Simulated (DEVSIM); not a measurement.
Device: abrupt InP p-n junction, at 350 K.

Layer 1 from the left is InP, thickness (μm) 16.0, Na (cm⁻³) 6.9e16, τn (s) 7.7e-9, τp (s) 7.7e-9. Layer 2 from the left is InP, thickness (μm) 59.0, Nd (cm⁻³) 2.8e15, τn (s) 7.7e-9, τp (s) 7.7e-9.

Left contact: ohmic. Right contact: ohmic. Voltage is applied to the left contact. Recombination: SRH at mid-gap, radiative. Mobility is μmin + (μ − μmin)/(1 + (N/Nref)^α).

Constants are typed, rounded textbook-type inputs, not results; the design itself was drawn at random and stands for no fabricated device. Values at 300 K; Nc and Nv go as T^1.5, mobilities as T to minus their exponent, the gap by Varshni's rule with the affinity fixed.

InP: gap (eV) 1.344, affinity (eV) 4.38, permittivity 12.5, Nc (cm⁻³) 5.7e17, Nv (cm⁻³) 1.1e19, μn (cm²/Vs) 5200, μp (cm²/Vs) 170, μn,min 400, μp,min 10, Nref,n 3e17, Nref,p 4.9e17, αn 0.47, αp 0.62, T exponent of μn 2, T exponent of μp 2, B (cm³/s) 1.2e-10, Varshni α (eV/K) 0.000363, Varshni β (K) 162.

DEVSIM, 1D drift-diffusion, Boltzmann statistics, complete ionisation; no tunnelling, impact ionisation, image-force lowering or self-heating.

Problem. What does the simulation give for the dark forward voltage at 100 A/cm², the largest field in the device at zero bias, the potential step across the device at zero bias, the dark forward voltage at 1 A/cm²?

Solution. dark forward voltage at 100 A/cm² 1.431 V; largest field in the device at zero bias 28000 V/cm; potential step across the device at zero bias 1.001 V; dark forward voltage at 1 A/cm² 0.833 V.
